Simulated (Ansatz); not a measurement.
The parent structure is Hf in the hcp (Mg type) structure (space group P6_3/mmc, No. 194; a = 3.1983 Å, c = 5.0488 Å; relaxed with 0.1 eV smearing). Axes: x lies along a and z along c of the hexagonal cell.

Calculations: Kohn–Sham DFT with the r2SCAN functional, run in Ansatz (a program for electronic structure) with PAW and 500 eV plane waves, no SOC.

For the base:

```
Item        Value
--------  -------
Pressure  0.0 GPa
```

Modification: the cell is stretched by 1.00 % along z with no lateral relaxation; the atoms relax in the strained cell.

**Question.** Predict the new energy relative to the base.

**Answer.** The energy increases by 1.4 meV/atom.

**Question.** Estimate the effect on the pressure.

**Answer.** The pressure (mean of the normal stresses, compression positive) goes from zero to -1.1 GPa.

Stability against distortions was not tested. All final runs are without spin polarisation.
